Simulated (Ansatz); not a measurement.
Pressure series in Al2Au

Base system: Al₂Au (space group Fm-3m, No. 225).

```
Al2Au
1.0
    0.00000     3.02996     3.02996
    3.02996     0.00000     3.02996
    3.02996     3.02996     0.00000
Al Au
2 1
Direct
  0.25000   0.25000   0.25000
  0.75000   0.75000   0.75000
  0.00000   0.00000   0.00000
```

Cell and atoms are relaxed at each pressure.

Method: DFT with PBE, PAW potentials and a 420 eV plane-wave cutoff in Ansatz (a first-principles code), no spin-orbit coupling.

| pressure (GPa) | volume per atom (Å³/atom) |
|---|---|
| -2 | 18.921 |
| -1 | ? |
| 0 | 18.545 |
| 0.3 | 18.494 |
| 0.7 | 18.425 |
| 1.5 | 18.293 |
| 3 | 18.060 |
| 5 | 17.769 |
| 10 | 17.144 |

Task: Fit the third-order Birch–Murnaghan form P(V) = (3B₀/2)[(V₀/V)^(7/3) − (V₀/V)^(5/3)]·[1 + (3/4)(B₀′ − 4)((V₀/V)^(2/3) − 1)] (squares taken in P) to the rows shown and predict the withheld row.

Result: Least squares on the printed values gives V₀ = 18.547 Å³/atom, B₀ = 105 GPa, B₀′ = 4.8; this predicts 18.728 Å³/atom, and the run gives 18.728 Å³/atom, in agreement.

Load acts through the strain it causes; cell and atoms are relaxed under it. Stability against distortions was not tested. No other phases were tried under pressure.
